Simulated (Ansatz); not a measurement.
## A computed series for GaN: response to strain

Start from GaN in the zinc blende structure (space group F-43m, No. 216).

```
GaN
1.0
    0.00000     2.24895     2.24895
    2.24895     0.00000     2.24895
    2.24895     2.24895     0.00000
Ga N
1 1
Direct
  0.00000   0.00000   0.00000
  0.25000   0.25000   0.25000
```

Cartesian axes are those of the cell as printed.

Strains are applied to the cell and any free atomic positions relax; under biaxial strain the out-of-plane vector relaxes too.

Method: r2SCAN (Ansatz, a program for electronic structure; PAW; 500 eV plane waves; no spin-orbit coupling).

```tsv
case	band gap	hole mass	ratio −ε⊥/ε∥
base	2.17 eV	–	–
biaxial strain +0.50 %, plane normal [001], relaxed out of plane	2.11 eV	0.17 mₑ out of plane, 0.85 mₑ in plane (at Γ)	–
biaxial strain +1.00 %, plane normal [001], relaxed out of plane	…	0.17 mₑ out of plane, 0.84 mₑ in plane (at Γ)	…
biaxial strain +1.50 %, plane normal [001], relaxed out of plane	1.98 eV	0.17 mₑ out of plane, 0.84 mₑ in plane (at Γ)	1.10
biaxial strain +2.00 %, plane normal [001], relaxed out of plane	1.93 eV	0.17 mₑ out of plane, 0.84 mₑ in plane (at Γ)	1.10
biaxial strain +2.50 %, plane normal [001], relaxed out of plane	1.87 eV	0.16 mₑ out of plane, 0.84 mₑ in plane (at Γ)	1.11
biaxial strain +3.00 %, plane normal [001], relaxed out of plane	1.82 eV	0.16 mₑ out of plane, 0.84 mₑ in plane (at Γ)	1.12
```

Problem. What belongs in the blanks?

Solution. 
- biaxial strain +1.00 %, plane normal [001], relaxed out of plane, band gap: 2.04 eV
- biaxial strain +1.00 %, plane normal [001], relaxed out of plane, ratio −ε⊥/ε∥: 1.09

Effective masses come from finite differences of ±0.01 Å⁻¹. Whether these cells are dynamically stable was not tested. This is not the structure that GaN has at room temperature and ambient pressure.
